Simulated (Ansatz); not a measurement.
System: L1₂ (Cu3Au-type) Al₃Sc. Method: revPBE (Ansatz, a program for electronic structure, plane waves, PAW).

Run with plane-wave cutoff 520 eV, 14×14×14 k mesh, Fermi–Dirac smearing 0.05 eV, scalar-relativistic PAW data made under PBE.

The volume scan:

```
V (Å³/atom)  E − E_lowest (meV/atom)  P (GPa)
-----------  -----------------------  -------
16.556                         18.40     5.88
16.908                          7.90     3.71
17.261                          1.91     1.76
17.613                          0.00     0.01
17.965                          1.76    -1.58
18.318                          6.84    -3.01
18.670                         14.90    -4.30
```

**Question.** Fit the third-order Birch–Murnaghan equation and give B0 and B′.

**Answer.** V0 = 17.614 Å³/atom, B0 = 83.4 GPa, B′ = 4.2 (fit to the energies at full precision).

Measured, for comparison: bulk modulus 91.5 ± 1 GPa (298 K, not corrected to a static lattice, polycrystal; as tabulated in A Combined Experimental and First-Principles Based Assessment of …); equilibrium volume per atom 17.27 Å³/atom (room temperature, not corrected to a static lattice; as tabulated in A Combined Experimental and First-Principles Based Assessment of …). Computed (rounded) less measured: bulk modulus -9 %, equilibrium volume per atom +2.0 %.
